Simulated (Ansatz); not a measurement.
Consider a periodic stack without vacuum, rock-salt BaO (1 1 1) on germanium (1 1 1) (film strained to the substrate, started from cuts of the bulks and a machine-learned relaxation; slabs Ge8 and Ba4O4, which can lie off the formulas): substrate slab Ge8, film Ba4O4, surface cells [[1, -1], [0, 1]] and [[0, -1], [1, 0]], film strained by +3.3 and +3.3 %, outermost planes Ge/Ge and O/Ba as cut, which need not be the usual terminations and can put a slab off its formula. Its start:

```
CELL_PARAMETERS angstrom
      4.07293     0.00000     0.04164
     -2.03647     3.52727    -0.00482
     -0.24323    -0.17549    25.92195
ATOMIC_POSITIONS crystal
  Ge 0.78065 0.77453 0.08184
  Ge 0.44133 0.10493 0.04742
  Ge 0.23483 0.49531 0.20976
  Ge 0.89742 0.82649 0.17722
  Ge 0.55365 0.15902 0.33779
  Ge 0.22676 0.49483 0.30580
  Ge 0.73908 0.75972 0.46516
  Ge 0.40839 0.09327 0.43320
  Ba 0.05580 0.42427 0.57993
  Ba 0.69873 0.74806 0.70209
  Ba 0.36243 0.08018 0.82346
  Ba 0.04777 0.42129 0.94637
  O  0.72594 0.75821 0.53472
  O  0.36898 0.08222 0.65074
  O  0.02898 0.41398 0.77097
  O  0.70071 0.74870 0.89268
```

The start was prepared with a machine-learned potential, and the result is one local minimum, with the in-plane cell held and forces under 0.04 eV/Å; the film can end far from its bulk form.

These are PBE (plane waves to 420 eV, PAW; Ansatz, a quantum-chemistry and plane-wave program) values and carry that method's errors. Spin–orbit coupling is left out; PBE gaps are too small against experiment. Its k-point mesh 7×7×1, Fermi–Dirac width 0.05 eV.

Q: Predict the relaxed interface.

A: 
```
Property                                                                                                           Value
--------------------------------------------------------------------------------  --------------------------------------
interface area                                                                                                   14.4 Å²
period                                                                                                           25.84 Å
heights between the nearest atoms of the two slabs at the two interfaces                                 1.85 and 2.49 Å
Ba–Ge contacts across the interfaces within 1.22 times the sum of covalent radii                          6, mean 3.62 Å
Ge–O contacts across the interfaces within 1.22 times the sum of covalent radii                           1, mean 1.85 Å
two interfaces                                                                    unlike, so that offsets are their mean
spin-polarised check at this geometry                                                            falls back to no moment
slope of the mean potential energy in the substrate                                                       -6.7 MV/cm × e
```
